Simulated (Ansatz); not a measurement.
Consider KF in the rock salt structure (space group Fm-3m, No. 225; a = 5.307 Å). Axes: x, y, z lie along the cube axes.

Level of theory: PBEsol (Ansatz, a quantum-chemistry and plane-wave program), without spin-orbit coupling.

Before the change:

| Item | Value |
|---|---|
| Valence-band top at Γ | 0.00, 0.00, 0.00 eV |

It is then changed as follows: tensile biaxial strain of 2.00 % in the plane normal to [001], as in epitaxy on a mismatched substrate; the out-of-plane cell vector and the atoms relax.

What does the calculation give for the valence-band top at Γ after the change?

The valence-band top at Γ (three highest levels, from the VBM) changes from 0.00, 0.00, 0.00 eV to 0.00, -0.04, -0.04 eV.

Estimate the effect on the out-of-plane strain.

The out-of-plane strain is -0.83 %.

The levels and masses belong to the bands next to the band gap. Stability against distortions was not tested.
